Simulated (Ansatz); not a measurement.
Base system: ZrS$_{2}$ in the CdI2 type structure (space group P-3m1, No. 164; a = 3.635 Å, c = 5.720 Å; layered, stacked along the Cartesian z axis).

Levels (all Ansatz, a first-principles code, PAW): PBE-D3(BJ) (420 eV, without spin-orbit coupling); r2SCAN (500 eV, without spin-orbit coupling); HSE06 (420 eV, no SOC); PBE+SOC (420 eV, noncollinear with spin-orbit coupling).

One geometry, relaxed with PBE-D3(BJ), under each level:

The valence-band top lists the three highest levels at Γ (Kramers pairs under SOC), from the VBM.

```json
[
 {"level": "PBE-D3(BJ)", "band gap": "0.66 eV", "lowest conduction level above the VBM at special points": "L 0.66 eV; M 0.86 eV; A 1.36 eV; Γ 1.41 eV", "valence-band top at Γ": "0.00, -0.24, -0.24 eV"},
 {"level": "r2SCAN", "band gap": "0.96 eV", "lowest conduction level above the VBM at special points": "L 0.96 eV; M 1.15 eV; A 1.66 eV; Γ 1.71 eV", "valence-band top at Γ": "–"},
 {"level": "HSE06", "band gap": "1.42 eV", "lowest conduction level above the VBM at special points": "L 1.42 eV; M 1.60 eV; A 2.21 eV; Γ 2.27 eV", "valence-band top at Γ": "–"},
 {"level": "PBE+SOC", "band gap": "0.65 eV", "lowest conduction level above the VBM at special points": "L 0.65 eV; M 0.85 eV; A 1.35 eV; Γ 1.40 eV", "valence-band top at Γ": "0.00, -0.21, -0.31 eV"}
]
```

Single points use the geometry relaxed with PBE-D3(BJ). The hybrid gap comes from the SCF mesh plus the semilocal run's edge points and a few special points and is an upper bound. The spin-orbit shifts are approximate. Whether these cells are dynamically stable was not tested.
